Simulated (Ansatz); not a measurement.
MoPt₂ (Immm, No. 71) was calculated with PBEsol (plane waves, PAW; Ansatz, a quantum-chemistry and plane-wave program).

Numerical settings: plane-wave cutoff 520 eV, 24×24×24 k mesh, Fermi–Dirac smearing 0.05 eV, no spin polarisation, scalar-relativistic PAW data made under PBE.

Equation-of-state points:

```
V (Å³/atom)  E − E_lowest (meV/atom)  P (GPa)
-----------  -----------------------  -------
14.272                         24.54    13.77
14.570                          5.89     6.48
14.867                          0.00     0.00
15.164                          5.43    -5.74
15.462                         20.90   -10.83
```

Question: Estimate the bulk modulus from the pressures at 14.570 and 15.164 Å³/atom, and compare it with a fit to all energies.

Answer: B = −V dP/dV. Between V = 14.570 and 15.164 Å³/atom, dP/dV = (-5.74 − (6.48))/(15.164 − 14.570) = -20.6 GPa per Å³/atom; at the midpoint 14.867 Å³/atom this gives B ≈ 306 GPa. The third-order Birch–Murnaghan fit gives V0 = 14.867 Å³/atom, B0 = 305 GPa, B′ = 5.0, which lies within 1 % of that estimate.

Shape and atoms are relaxed at each volume.

Note: the relaxation could not lower the start's symmetry, so the cell can be a saddle point above a distorted one; the bulk modulus comes from volumes at which shape and atoms were relaxed.

Spin–orbit coupling is not included.

The computed numbers hold no vibrational or temperature effects.

The result took very roughly 90 core-minutes.
